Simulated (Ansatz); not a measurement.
The parent structure is CdSe in the zinc blende structure (space group F-43m, No. 216; a = 6.133 Å). Axes: x, y, z lie along the cube axes.

Method: r2SCAN in Ansatz (plane waves to 500 eV, PAW, no SOC).

Base values:

- Band gap = 1.04 eV
- Electron mass = 0.093 mₑ (at Γ)

Now apply this change: the cell is stretched by 1.00 % along z with no lateral relaxation; the atoms relax in the strained cell.

Question: Predict the new band gap and electron mass.

Answer: The band gap shrinks by 0.03 eV (1.04 eV → 1.01 eV); the electron mass becomes 0.092 mₑ (at Γ) (base: 0.093 mₑ (at Γ)).

Effective masses come from finite differences of ±0.01 Å⁻¹. Whether these cells are dynamically stable was not tested.

Ansatz is a first-principles code.
